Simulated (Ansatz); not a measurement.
The starting structures come from a database of crystals and need not be the phases stable at ambient conditions.

By PBEsol, the system below comes out a metal.

A figure of merit of an interconnect metal is its ballistic conductance per area.

Consider the following.

```
InSb
1.0
    3.20729     0.00000     0.00000
    0.00000     5.77169     0.00000
    1.60365    -2.88585     2.88585
In Sb
1 1
Direct
  0.25000   0.50000   0.00000
  0.00000   0.00000   0.00000
```

Space group of this cell: I-4m2. The cell is strained (all lengths scaled by 0.98).

The current flows along the normal of the first two printed cell vectors, the (100) plane of the conventional cell. No spin-orbit coupling; the value is a mean over 0.1 eV about the Fermi level.

Question: Predict the ballistic conductance per area from PBEsol in Ansatz (a first-principles code).

Answer: 0.62 × 10¹⁵ S/m² for both spins.
